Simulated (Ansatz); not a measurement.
**What tensor shear ε_xy = +0.29 % does to ZrC**

The parent structure is ZrC in the rock salt structure (space group Fm-3m, No. 225; a = 4.6691 Å; relaxed with 0.1 eV smearing). Axes: x, y, z lie along the cube axes.

Modification: tensor shear ε_xy = +0.29 % (engineering shear γ = 0.0058); the atoms relax in the strained cell.

Method: plane-wave PAW DFT at the PBEsol level (Ansatz, a program for electronic structure, 420 eV), without spin-orbit coupling. Settings: 21×21×21 k-points, 0.1 eV Fermi–Dirac smearing.

```tsv
quantity	base	changed	shift
volume per atom	12.72 Å³	12.72 Å³	0.00 Å³
space group	Fm-3m (No. 225)	Immm (No. 71)	–
shortest interatomic distance	2.335 Å	2.335 Å	0.000 Å
energy relative to the base (free energy F)	0 meV/atom	+0.2 meV/atom	+0.2 meV/atom
pressure (mean of the normal stresses, compression positive)	0.0 GPa	0.0 GPa	0.0 GPa
band gap	zero	zero	–
stress (xx, yy, zz, yz, xz, xy; compression positive)	–	(0.0, 0.0, 0.0, 0.0, 0.0, -0.9) GPa	–
```

Final structure:

```xyz
2
Lattice="0.0068 2.3345 2.3345 2.3345 0.0068 2.3345 2.3413 2.3413 0.0000" Properties=species:S:1:pos:R:3 pbc="T T T"
Zr     0.0000     0.0000     0.0000
C      2.3413     2.3413     2.3345
```

Cost of the whole job for the changed cell (relaxation, final SCF and bands): around 40 core-seconds (rough).

Whether these cells are dynamically stable was not tested. The final runs are not spin-polarised.
